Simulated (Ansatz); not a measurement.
CsCl-type RuAl, treated with PBE (PAW; Ansatz, an electronic-structure program).

Run with plane-wave cutoff 520 eV, 22×22×22 k mesh, Fermi–Dirac smearing 0.056 eV (set by the program), no spin polarisation, scalar-relativistic PAW data made under PBE.

Computed at the level's own relaxed cell.

Hill averages of the elastic tensor: K = 203.6 GPa, G = 107.1 GPa. Volume 13.550 Å³/atom, mean atomic mass 64.026 u.

Work out the density, the sound velocities of a polycrystal and the elastic Debye temperature, and Pugh's ratio at this level.

ρ = 1.66054 × 64.026/13.550 = 7.846 g/cm³. v_l = √[(K + 4G/3)/ρ] = 6.645 km/s and v_t = √(G/ρ) = 3.695 km/s. The mean follows from 3/v_m³ = 1/v_l³ + 2/v_t³: v_m = 4.115 km/s. Θ_D = (ħ/k_B) v_m (6π²/V)^(1/3) = 76.38 K Å s/km × 4.115 × 1.6349 Å⁻¹ = 514 K, counting all atoms of the cell. K/G = 1.90, to be set beside Pugh's rough bound of 1.75 between brittle and ductile metals.
